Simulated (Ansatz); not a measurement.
Start from Li in the fcc (Cu type) structure (space group Fm-3m, No. 225; a = 4.321 Å).

Computed with DFT with PBEsol, PAW potentials and a 420 eV plane-wave cutoff in Ansatz (a first-principles code), no spin-orbit coupling.

One change was made to it. Results:

The shortest interatomic distance goes up by 0.409 bohr, from 5.774 bohr to 6.183 bohr; the density shrinks by 0.106 g/cm³ (0.57 g/cm³ → 0.47 g/cm³).

What was done to the base?
A. pressure 5 GPa
B. pressure −2 GPa
C. pressure 1.5 GPa
D. pressure −1 GPa
E. pressure 0.7 GPa

B, pressure −2 GPa. For comparison, the shortest interatomic distance in the other runs: pressure 5 GPa gives 5.323 bohr; pressure −1 GPa gives 5.938 bohr; pressure 1.5 GPa gives 5.594 bohr; pressure 0.7 GPa gives 5.682 bohr.

Load acts through the strain it causes; cell and atoms are relaxed under it. Stability against distortions was not tested. Competing high-pressure phases were not computed. This is not the structure that Li has at room temperature and ambient pressure.
